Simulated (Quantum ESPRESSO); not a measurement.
A working Quantum ESPRESSO input for Mg16ZrAl12 (R3m, 29 atoms in the cell) (DFT, PBEsol, plane waves, SSSP 1.1.2 efficiency (PBE) pseudopotentials):

```fortran
&CONTROL
   calculation = 'scf'
   prefix = 'run'
   outdir = './out'
   pseudo_dir = './'
   tprnfor = .true.
   tstress = .true.
/
&SYSTEM
   ibrav = 0
   nat = 29
   ntyp = 3
   ecutwfc = 40
   ecutrho = 320
   occupations = 'smearing'
   smearing = 'gauss'
   degauss = 0.0099958
   input_dft = 'pbesol'
/
&ELECTRONS
   conv_thr = 1.0d-9
/
ATOMIC_SPECIES
Mg    24.3050  Mg.pbe-n-kjpaw_psl.0.3.0.UPF
Zr    91.2240  Zr_pbe_v1.uspp.F.UPF
Al    26.9815  Al.pbe-n-kjpaw_psl.1.0.0.UPF
CELL_PARAMETERS {angstrom}
   7.48361948     4.32066972     2.88978200
  -7.48361948     4.32066972     2.88978200
   0.00000000    -8.64133944     2.88978200
ATOMIC_POSITIONS {angstrom}
Mg   -2.54241005    1.46786112    1.02448552
Mg    0.00000000   -2.93572225    1.02448552
Mg    2.54241005    1.46786112    1.02448552
Mg    0.00000000    0.00000000    8.64229764
Mg   -2.44160569    1.40966170    4.36833896
Mg    0.00000000   -2.81932341    4.36833896
Mg    2.44160569    1.40966170    4.36833896
Mg    3.03243745   -1.75077858    4.76909393
Mg    0.00000000    3.50155716    4.76909393
Mg   -3.03243745   -1.75077858    4.76909393
Mg   -5.14700897    0.42251829    5.53491506
Mg    2.20759291   -4.66869967    5.53491506
Mg    2.93941606    4.24618138    5.53491506
Mg   -2.93941606    4.24618138    5.53491506
Mg    5.14700897    0.42251829    5.53491506
Mg   -2.20759291   -4.66869967    5.53491506
Zr    0.00000000    0.00000000    5.45171823
Al    1.34907208   -0.77888713    2.72390851
Al    0.00000000    1.55777426    2.72390851
Al   -1.34907208   -0.77888713    2.72390851
Al   -4.74798238    2.74124890    3.48744671
Al    0.00000000   -5.48249781    3.48744671
Al    4.74798238    2.74124890    3.48744671
Al   -2.68197955    0.01071526    7.04762924
Al    1.33171009   -2.32802005    7.04762924
Al    1.35026946    2.31730479    7.04762924
Al   -1.35026946    2.31730479    7.04762924
Al    2.68197955    0.01071526    7.04762924
Al   -1.33171009   -2.32802005    7.04762924
K_POINTS {automatic}
3 3 3  0 0 0
```

The run converged in 17 iterations: free energy E − TS -14772.3626 eV; Fermi level (on the code's own zero) 5.84 eV; pressure 0.51 GPa; largest force (vector length) 0.166 eV/Å. Each of these slips is then made, one at a time:

(1)
```diff
-ATOMIC_POSITIONS {angstrom}
+ATOMIC_POSITIONS {cartesian}
```

(2)
```diff
-Al   -1.33171009   -2.32802005    7.04762924
+Al1   -1.33171009   -2.32802005    7.04762924
```

(3)
```diff
-Al    26.9815  Al.pbe-n-kjpaw_psl.1.0.0.UPF
+Al    26.9815  Al.pbe.UPF
```

How does each altered input end?


(1) A value that the program does not know. The program stopped before any SCF iteration.
```
Error in routine read_cards (1):
unknown option for ATOMIC_POSITION: ATOMIC_POSITIONS {CARTESIAN}
```

(2) An atom label that is not in the list of species. The program stopped before any SCF iteration.
```
Error in routine read_cards (29):
species Al1 in ATOMIC_POSITIONS is nonexistent
```

(3) A potential or basis that cannot be found. The program stopped before any SCF iteration.
```
Error in routine readpp (1):
file ./Al.pbe.UPF not found
```

The starting cell comes from a database of computed structures (which also holds hypothetical and non-ambient phases and stackings), without a prior relaxation at this level. Its lattice was rescaled by a random factor within 2.5 % of one.

Left out of this page: 3 runs of the series outside the window shown, repeating another row's setting, or not comparable.
